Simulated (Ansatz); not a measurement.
```
CELL_PARAMETERS angstrom
     11.00000     0.00000     0.00000
      0.00000    11.00000     0.00000
      0.00000     0.00000     6.02685
ATOMIC_POSITIONS crystal
  Sr 0.50000 0.50000 0.00000
  Te 0.50000 0.50000 0.50000
```

Level of theory: PBE (plane waves to 420 eV, PAW; Ansatz, a first-principles code). Mesh 1×1×50. No spin polarisation. Periodic along z alone, with about 11 Å of vacuum beside it. A hypothetical model. It keeps the symmetry and period of its start, so it need not be a minimum against all distortions. Pairing along the axis, which can open a gap, is among the distortions not tried. Values not marked SOC lack spin–orbit coupling.

Tabulate the two highest filled and two lowest empty levels along the axis, from the valence top.


| k (2π/c) | v2 (eV) | v1 (eV) | c1 (eV) | c2 (eV) |
|---|---|---|---|---|
| 0.000 | 0.00 | 0.00 | 1.96 | 3.31 |
| 0.042 | -0.01 | -0.01 | 1.97 | 3.31 |
| 0.083 | -0.02 | -0.02 | 2.00 | – |
| 0.125 | -0.04 | -0.04 | 2.05 | – |
| 0.167 | -0.07 | -0.07 | 2.10 | – |
| 0.208 | -0.10 | -0.10 | 2.15 | – |
| 0.250 | -0.13 | -0.13 | 2.21 | – |
| 0.292 | -0.16 | -0.16 | 2.26 | – |
| 0.333 | -0.19 | -0.19 | 2.31 | – |
| 0.375 | -0.21 | -0.21 | 2.35 | – |
| 0.417 | -0.23 | -0.23 | 2.38 | – |
| 0.458 | -0.24 | -0.24 | 2.40 | – |
| 0.500 | -0.25 | -0.25 | 2.41 | – |
A dash stands for levels within 1 eV of the vacuum level or above it.
